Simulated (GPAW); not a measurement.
Band structure of Rb₂MnF₅ (P4/mmm, 8 atoms in the cell).

```yaml
crystal:
  lattice:
    - [5.98546, 0.00000, 0.00000]
    - [0.00000, 5.98546, 0.00000]
    - [0.00000, 0.00000, 4.16372]
  atoms:
    - { symbol: Rb, position: [0.00000, 0.50000, 0.50000] }
    - { symbol: Rb, position: [0.50000, 0.00000, 0.50000] }
    - { symbol: Mn, position: [0.00000, 0.00000, 0.00000], spin: 4.0 }
    - { symbol: F, position: [0.00000, 0.00000, 0.50000] }
    - { symbol: F, position: [0.77948, 0.77948, 0.00000] }
    - { symbol: F, position: [0.22052, 0.22052, 0.00000] }
    - { symbol: F, position: [0.22052, 0.77948, 0.00000] }
    - { symbol: F, position: [0.77948, 0.22052, 0.00000] }
```
(The spins are starting values, not results.)

Level of theory: PBEsol, GPAW PAW datasets PBEsol (made by gpaw-setup) (plane waves; GPAW).

Settings: spinpol = true; mode = pw; ecut = 900 eV; xc = PBEsol; kpts = 3 3 4; mesh shift (steps) = 0 0 0; occupations.name = fermi-dirac; occupations.width = 0.05 eV; nbands = -14; convergence.density = 1e-05 e/electron; symmetry.symmorphic = false; symmetry.tolerance = 0.0005; maxiter = 120; bandpath_npoints = 40.

The starting cell comes from a database of computed structures (which also holds hypothetical and non-ambient phases and stackings), without a prior relaxation at this level. With one magnetic atom in the cell only a parallel order is possible.

Levels in eV from the Fermi level, bands 33 to 40 of the first spin channel:
```csv
point,33,34,35,36,37,38,39,40
Γ,-2.62,-2.59,-2.59,-2.11,0.31,2.31,4.93,5.38
X,-2.59,-2.56,-2.53,-2.08,0.22,3.61,4.40,5.94
M,-2.56,-2.56,-2.41,-2.05,0.04,4.78,4.78,4.82
Z,-2.50,-2.30,-2.30,-0.12,0.32,3.78,5.69,6.02
R,-2.47,-2.34,-2.32,-0.08,0.21,4.68,5.69,6.21
A,-2.45,-2.36,-2.36,-0.05,0.03,5.66,5.86,5.86
```

No band crosses the Fermi level by more than 0.03 eV along this path.

The net moment of the cell came out as 4.00 μB.
